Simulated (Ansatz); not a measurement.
# Pb (Fm-3m): resistivity and electron-phonon coupling

Consider the following.

```
Pb
1.0
    0.00000     2.34916     2.34916
    2.34916     0.00000     2.34916
    2.34916     2.34916     0.00000
Pb
1
Direct
  0.00000   0.00000   0.00000
```

All values below come from PBEsol, DFPT electron-phonon coupling, linearised Boltzmann equation (plane waves, PAW, scalar-relativistic; Ansatz, an electronic-structure program). Condition of this run: hydrostatic pressure 10 GPa (the target of the relaxation). How the cell was made: relaxed with this functional, without spin-orbit coupling, then loaded as said.

```json
{
 "resistivity at 300 K": "5.4 μΩ·cm",
 "resistivity at 77 K": "1.21 μΩ·cm",
 "electron mean free path at 300 K (weighted by the current that each state carries)": "13.9 nm",
 "resistivity times mean free path for one path shared by all states (from the Fermi surface's area)": "6.9 ×10⁻¹⁶ Ω·m²",
 "electron-phonon coupling λ": "0.66",
 "transport coupling λ_tr": "0.55",
 "logarithmic_mean_phonon_energy": "7.2 meV",
 "density of states at the Fermi level": "0.22 states/(eV·spin·cell)",
 "drude_plasma_energy": "10.8 eV",
 "Hall coefficient at 300 K": "4.2 ×10⁻¹¹ m³/C",
 "Tc for μ* = 0.10 (anisotropic Eliashberg)": "2.6 K",
 "Tc for μ* = 0.13 (anisotropic Eliashberg)": "1.90 K"
}
```

A metal at this level (no band gap). Only scattering by harmonic phonons is included (no impurities, grain boundaries, electron-electron scattering or thermal expansion). Spin-orbit coupling is left out, which matters with elements this heavy. The self-energy correction of the phonons between q points moved λ by 4 %. The run warned that the eigensolver left some states short of its tolerance. Halving the electron mesh (32x32x32) moves the resistivity by up to 4 % at 300 K, the mean free path by up to 2 %, the coupling by up to 1 %, Tc by up to 1 %. Smearing 0.20 eV; phonons on a 5x5x5 q mesh, which this run doesn't test and which matters most at low temperature. Tc comes from the anisotropic Migdal-Eliashberg equations with μ*, a chosen number, referred to 8.4 meV.
